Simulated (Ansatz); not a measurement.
Base system: Cu in the fcc (Cu type) structure (space group Fm-3m, No. 225; a = 3.5184 Å; relaxed with 0.1 eV smearing). Axes: x, y, z lie along the cube axes.

The values are results of plane-wave PAW DFT at the LDA level (Ansatz, a first-principles code, 420 eV), scalar-relativistic without spin-orbit coupling, not measurements.

Strains are applied to the cell and any free atomic positions relax.

One change was made to it. Results:

The pressure (mean of the normal stresses, compression positive) goes from zero to -1.8 GPa; the energy grows by 0.8 meV/atom.

Task: Name the change that was made.
(A) uniaxial strain ε_zz = +1.00 %
(B) uniaxial strain ε_zz = +0.50 %
(C) uniaxial strain ε_zz = −1.50 %

Result: A, uniaxial strain ε_zz = +1.00 %. For comparison, the pressure in the other runs: uniaxial strain ε_zz = −1.50 % gives 3.0 GPa; uniaxial strain ε_zz = +0.50 % gives -0.9 GPa.

No phonon test of stability was made. The final runs are not spin-polarised.
